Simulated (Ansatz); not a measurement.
Ansatz (a quantum-chemistry and plane-wave program) run on Nb (Im-3m, 1 atom in the cell): self-consistent single point.

Level of theory: PBE, PAW files (plane waves; Ansatz).

```yaml
crystal:
  lattice:
    - [-1.65825, 1.65825, 1.65825]
    - [1.65825, -1.65825, 1.65825]
    - [1.65825, 1.65825, -1.65825]
  atoms:
    - { symbol: Nb, position: [0.00000, 0.00000, 0.00000] }
```

Reference input (self-consistent single point, DFT, PBE, plane waves, PAW files): basis.ecutwfc = 420 eV; kpoints.mp_grid.grid = 14 14 14; hamiltonian.xc = pbe; hamiltonian.pseudopotentials = {kind: paw} (the program's default PAW files); scf.occupations.method = fermi_dirac; scf.occupations.width = 0.1 eV. This run's input differs from it in these lines:

Ansatz 0.2 input:
```diff
@@ -8,3 +8,3 @@
 basis:
-  ecutwfc: 420.0
+  ecutwfc: 335.0
 kpoints:
```

Output (repeated stretches shortened):

```
SCF iter   1: F=—  HF=-4552.794186 eV  |F-HF|=—  |Δ(HF+E_count)|=         —  Δρ=7.79e-2  dr2=1.26e0  ethr=3.10e-3  ⟨swp⟩=5.0  Hψ=6100  notcnv=0
all-band conjugate gradients solve this SCF's bands
preconditioner: auto → none
SCF iter   2: F=—  HF=-4552.339254 eV  |F-HF|=—  |Δ(HF+E_count)|=   4.55e-1  Δρ=2.51e-2  dr2=5.12e-2  ethr=3.10e-3  ⟨swp⟩=2.4  Hψ=3007  notcnv=0  defer=7
SCF iter   3: F=—  HF=-4552.334185 eV  |F-HF|=—  |Δ(HF+E_count)|=   5.07e-3  Δρ=9.71e-3  dr2=6.42e-3  ethr=3.94e-4  ⟨swp⟩=1.1  Hψ=1154  notcnv=0  defer=7
SCF iter   4: F=—  HF=-4552.334167 eV  |F-HF|=—  |Δ(HF+E_count)|=   1.80e-5  Δρ=3.99e-4  dr2=9.43e-6  ethr=4.94e-5  ⟨swp⟩=1.0  Hψ=1137  notcnv=0  defer=7
SCF iter   5: F=—  HF=-4552.334184 eV  |F-HF|=—  |Δ(HF+E_count)|=   1.67e-5  Δρ=5.88e-5  dr2=1.57e-7  ethr=7.25e-8  ⟨swp⟩=2.1  Hψ=1793  notcnv=0  defer=7
SCF iter   6: F=-4552.334184 eV  HF=-4552.334184 eV  |F-HF|=1.53e-9  |Δ(HF+E_count)|=   1.54e-8  Δρ=5.69e-6  dr2=2.97e-9  ethr=7.69e-10  ⟨swp⟩=5.1  Hψ=4622  notcnv=0
SCF 1 converged in 6 iterations: F = -4552.334184 eV  dr2 = 2.97e-9
Free energy (F): -4552.334184 eV
Internal energy: -4552.282743 eV  (E = F + TS)
E sigma→0 (E₀):  -4552.308464 eV
Entropy (-TS):   -0.051440 eV (-51.440 meV/atom)
Fermi energy:    17.557808 eV
--- Forces (eV/Å), atoms counted from 1 ---
  atom   1  Nb     0.00000000    -0.00000000     0.00000000
--- Stress (GPa, compression-positive) ---
       -0.516399      -0.000000       0.000000
        0.000000      -0.516399      -0.000000
        0.000000      -0.000000      -0.516399
  P = ⅓ Tr σ = -0.5164 GPa (-5.164 kbar)
  The stress holds the Pulay correction. Without it, at fixed plane waves, as pw.x and ABINIT print it: P = -0.8991 GPa
```

The run converged in 6 iterations. Against the reference run the free energy goes up by 3.6 meV/atom and the pressure moves little (-0.54 to -0.52 GPa).

The starting cell has typed, rounded lattice constants, without a prior relaxation at this level. Its lattice was rescaled by up to half a per cent. Spin polarisation is off. Ansatz's pressure includes its estimate of the finite-basis (Pulay) stress. The cutoff lies below the one recommended for these files.
